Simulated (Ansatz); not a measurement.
Refining one setting for GaN (P6_3mc, 4 atoms in the cell)

```
GaN
1.0
    3.14014     0.00000     0.00000
   -1.57007     2.71944     0.00000
    0.00000     0.00000     5.11292
Ga N
2 2
Cartesian
  1.57007   0.90648   2.55175
  0.00000   1.81296   5.10821
  1.57007   0.90648   4.47851
  0.00000   1.81296   1.92205
```

Method: HSE06, PAW files made with PBE (plane waves; Ansatz, a quantum-chemistry and plane-wave program).

The starting cell comes from a database of computed structures (which also holds hypothetical and non-ambient phases and stackings), without a prior relaxation at this level. Its lattice was rescaled by a random factor within 2.5 % of one. In the base run, with a pressure of about 9 GPa the cell is away from its equilibrium volume at this level. Ansatz's pressure includes its estimate of the finite-basis (Pulay) stress.

Held fixed: basis.ecutwfc = 420 eV; hamiltonian.xc = hse06; hamiltonian.pseudopotentials = {kind: paw} (the program's default PAW files); scf.occupations.method = fixed.

ΔF is the free energy per atom less that of the last row (10 10 5).

| kpoints.mp_grid.grid | ΔF (meV/atom) | pressure (GPa) | largest force (eV/Å) | gap on the mesh (eV) | k-points |
|---|---|---|---|---|---|
| 6 6 3 | 1.28 | 8.89 | 0.003 | 3.514 | 14 |
| 7 7 3 | 0.73 | 8.90 | 0.003 | 3.512 | 16 |
| 7 7 4 | 0.20 | 8.90 | 0.004 | 3.512 | 24 |
| 8 8 5 | 0.06 | 8.90 | 0.004 | 3.511 | 30 |
| 10 10 5 | 0.00 | 8.90 | 0.004 | 3.510 | 42 |

Gap on the mesh within 0.05 eV of the last row: from kpoints.mp_grid.grid = 6 6 3 on, the coarsest one.

Pressure within 1 GPa of the last row: from kpoints.mp_grid.grid = 6 6 3 on, the coarsest one. The value it settles on is 8.9 GPa at this level of theory and with the other settings as held.

Gaps are taken between levels on the mesh.

Keys are those of Ansatz 0.2.
